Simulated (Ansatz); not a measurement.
Functionals compared on the (0001) surface of hcp Re, clean 1x1 (bottom of the slab: a bare face, its two planes held), in Ansatz (plane waves, PAW). The structure was relaxed with PBE; the other rows are single points on it. Cutoff 420 eV (500 eV for r2SCAN).

Model: 6-atom slab, 11.2 Å thick at the start, 15x15x1 mesh, Fermi-Dirac 0.1 eV, dipole correction, 2 atoms held, the rest relaxed; symmetry of the start imposed; no spin, no spin-orbit, no U. These notes are the PBE run's.

```json
[
 {"functional": "PBE", "work function of the top face (eV)": "4.90", "rough cost of the single point": "–"},
 {"functional": "LDA", "work function of the top face (eV)": "5.21", "rough cost of the single point": "around 25 core-seconds (rough)"},
 {"functional": "PBEsol", "work function of the top face (eV)": "5.01", "rough cost of the single point": "about 23 core-seconds (a rough figure)"},
 {"functional": "RPBE", "work function of the top face (eV)": "…", "rough cost of the single point": "about 23 core-seconds (a rough figure)"},
 {"functional": "r2SCAN", "work function of the top face (eV)": "4.95", "rough cost of the single point": "very roughly 50 core-seconds"}
]
```

Fill in the missing entries.


- RPBE, work function of the top face (eV): 4.75

Ansatz is a first-principles code.
